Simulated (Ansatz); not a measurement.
**AlBiO3 (Pm-3m, No. 221, 5 atoms in the cell; start mp-23080; idealised structure)**

Computed with G0W0@PBEsol (Ansatz, a quantum-chemistry and plane-wave program, plane waves, hard PAW, contour deformation, complete-basis limit).

Settings: largest k mesh 8×8×8 (not extrapolated in the mesh).

Cell (relaxed with PBEsol):

```
CELL_PARAMETERS angstrom
      3.75401     0.00000     0.00000
      0.00000     3.75401     0.00000
      0.00000     0.00000     3.75401
ATOMIC_POSITIONS crystal
  Al 0.50000 0.50000 0.50000
  Bi 0.00000 0.00000 0.00000
  O  0.50000 0.00000 0.50000
  O  0.00000 0.50000 0.50000
  O  0.50000 0.50000 0.00000
```

| Item | Result |
|---|---|
| band gap | 2.69 eV |

Note: filled d or f shells below the valence bands can shift G0W0 gaps through exchange with them, which wasn't tested here; the gap holds a correction of +0.47 eV to the complete basis.

Spin–orbit coupling is not included; with these elements it can move the gap by several tenths of an eV or more.

The computed numbers hold no vibrational or temperature effects.

A start named mp-… is a Materials Project structure, which need not be a measured phase.
